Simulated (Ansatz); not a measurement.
Start from BAs in the zinc blende structure (space group F-43m, No. 216; a = 4.7679 Å).

It is then changed as follows: a hydrostatic pressure of 9 GPa.

Levels (all Ansatz, an electronic-structure program, PAW): PBEsol (420 eV, without spin-orbit coupling); r2SCAN (500 eV, no SOC); HSE06 (420 eV, no SOC).

At the geometry relaxed with PBEsol, these levels gave the following band gaps, in shuffled order: (a) 1.03 eV, (b) 1.77 eV, (c) 1.31 eV.

### Question
Match each gap to its level.

### Answer
(a) PBEsol; (b) HSE06; (c) r2SCAN.

Single points use the geometry relaxed with PBEsol. HSE06 was sampled on its mesh, a few special points and the semilocal edge points, so its gap is an upper bound. Load acts through the strain it causes; cell and atoms are relaxed under it. Whether these cells are dynamically stable was not tested. Competing high-pressure phases were not computed.
